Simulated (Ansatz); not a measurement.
Given:

```xyz
5
Lattice="5.5496 0.0000 0.0000 0.0000 5.5496 0.0000 0.0000 0.0000 5.5496" Properties=species:S:1:pos:R:3 pbc="T T T"
Cs     0.0000     0.0000     0.0000
Pb     2.7748     2.7748     2.7748
Cl     0.0000     2.7748     2.7748
Cl     2.7748     2.7748     0.0000
Cl     2.7748     0.0000     2.7748
```

No spin polarisation.

Method: PBEsol (Ansatz, an electronic-structure program, PAW, spin-orbit coupling left out), earlier PAW set. Γ-centred 6×6×6 mesh, Fermi–Dirac width 0.05 eV.

Problem. Predict the pressure and gap character.

Solution. 
- Pressure: 1.01 GPa
- Gap character: direct at R

With Pb present, leaving out spin-orbit coupling can change the band edges. The cells carry an imposed strain or load. Stability against distortions was not tested. The cell was made from CsPbCl3 in the cubic perovskite structure (space group Pm-3m, No. 221) by this change: isotropic strain −1.23 %. Many cubic perovskites are stable only at high temperature; tilts and polar distortions were not tested. This is not the structure that CsPbCl3 has at room temperature and ambient pressure.
